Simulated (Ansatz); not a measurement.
# A computed series for C: response to strain

The parent structure is C in the diamond structure (space group Fd-3m, No. 227; a = 3.554 Å). Axes: x, y, z lie along the cube axes.

Strains are applied to the cell and any free atomic positions relax; under biaxial strain the out-of-plane vector relaxes too; under stress the whole cell relaxes.

Level of theory: PBEsol/PAW in Ansatz (an electronic-structure program), no spin-orbit coupling.

| change | gap character | space group | volume per atom |
|---|---|---|---|
| base | indirect, Γ → Γ–X (75 % along) | Fd-3m (No. 227) | 5.61 Å³ |
| biaxial strain −1.20 %, plane normal [001], relaxed out of plane | indirect, Γ → Γ–X (75 % along) | I4_1/amd (No. 141) | 5.49 Å³ |
| biaxial strain −1.12 %, plane normal [110], relaxed out of plane | indirect, Γ → Γ–X (75 % along) | Imma (No. 74) | 5.49 Å³ |
| biaxial strain −4.85 %, plane normal [111], relaxed out of plane | indirect, Γ → k = (0, 0.438, -0.438) in the run's primitive reciprocal basis | R-3m (No. 166) | [?] |
| isotropic strain +0.23 % | indirect, Γ → Γ–X (75 % along) | Fd-3m (No. 227) | 5.65 Å³ |
| isotropic strain +0.33 % | indirect, Γ → Γ–X (75 % along) | Fd-3m (No. 227) | 5.67 Å³ |
| uniaxial strain ε_yy = +5.58 % | indirect, Γ → Γ–X (75 % along) | I4_1/amd (No. 141) | 5.92 Å³ |
| uniaxial stress, 8 GPa tension along x | indirect, Γ → Γ–X (75 % along) | I4_1/amd (No. 141) | [?] |
| tensor shear ε_xy = +1.01 % | indirect, Γ → Γ–X (75 % along) | Imma (No. 74) | 5.61 Å³ |
| uniaxial stress, 8 GPa compression along x | indirect, Γ → k = (0, 3/8, 3/8) in the run's primitive reciprocal basis | I4_1/amd (No. 141) | [?] |

Problem. Some entries are withheld; estimate them.

Solution. 
- biaxial strain −4.85 %, plane normal [111], relaxed out of plane, volume per atom: 5.11 Å³
- uniaxial stress, 8 GPa tension along x, volume per atom: 5.64 Å³
- uniaxial stress, 8 GPa compression along x, volume per atom: 5.58 Å³

Beyond what the load breaks, stability against distortions was not tested. Labels are those of the standard path for the cell's own space group.
